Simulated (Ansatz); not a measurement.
## Point defect As vacancy (broken-bond start) in zinc-blende InAs

Computed with PBE, PAW (plane waves to 420 eV; Ansatz, a first-principles code). Details: 64-site cell; 2×2×2 shifted k-points; start: the As site; a neighbour pushed 0.95 Å away from the vacancy; no spin–orbit coupling; the functional closes the host's gap; energies good to tenths of an eV.

Neighbours after relaxation, in Å: of the emptied site: In 2.28, In 2.30, In 2.30, In 3.08.

Formation energies E_f are those of the neutral cell. Chemical conditions: As-rich (Δμ(As) = 0.00 eV; only phases computed here count, gases as isolated molecules at 0 K); In-rich (Δμ(As) = -0.48 eV; only phases computed here count, gases as isolated molecules at 0 K). Reference phases: As: rhombohedral As.

```json
[
 {"charge": "0†", "moment (μB)": "fractional", "largest move off a lattice site (Å)": "0.41", "E_f, As-rich (eV)": "2.39", "E_f, In-rich (eV)": "1.91"}
]
```

† Not settled in this cell, so no level is given: charge 0: fractional moment, a level filled in part.

Starting moments that weren't kept: charge 0 began with 1 μB and ended with 0.4.

No other site or start that was run ended lower by more than 0.1 eV.
